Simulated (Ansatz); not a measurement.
BP under load (space group R3m), r2SCAN with spin-orbit coupling, rigid bands run with Ansatz (a first-principles code). Condition of this run: uniaxial stress along [111] of -2 GPa (compression positive) (the target of the relaxation). Band gap 1.39 eV, N_c = 3.99e19 cm⁻³ and N_v = 1.55e19 cm⁻³ at 300 K, conductivity masses of 0.323 mₑ (electrons) and 0.392 mₑ (holes). Take k_BT = 0.02585 eV.

Question: A film of it is 5 nm thick. Estimate the confinement energies in an infinite well.

Answer: ħ²π²/(2m t²) = 0.376 eV·nm²/(m/mₑ × t²) gives 46.6 meV for electrons and 38.4 meV for holes, so the gap would widen to about 1.47 eV. Finite barriers and nonparabolic bands lower this, and with several valleys or bands the heaviest mass along the normal sets the lowest level, not this average.

Question: What built-in voltage has an abrupt junction with N_A = 1e17 and N_D = 1e17 cm⁻³, all dopants ionised?

Answer: V_bi = E_g/e − (k_BT/e) ln(N_c N_v/(N_A N_D)) = 1.39 − 0.02585 × 11.03 = 1.10 V, for the computed gap.

Question: What thermal injection velocity √(2k_BT/πm) limits a ballistic channel?

Answer: 9.47e6 cm/s for electrons and 8.59e6 cm/s for holes, a ratio of √(m_h/m_e) = 1.10, for dilute carriers.

Rigid bands with the computed gap; masses take one relaxation time for all states.
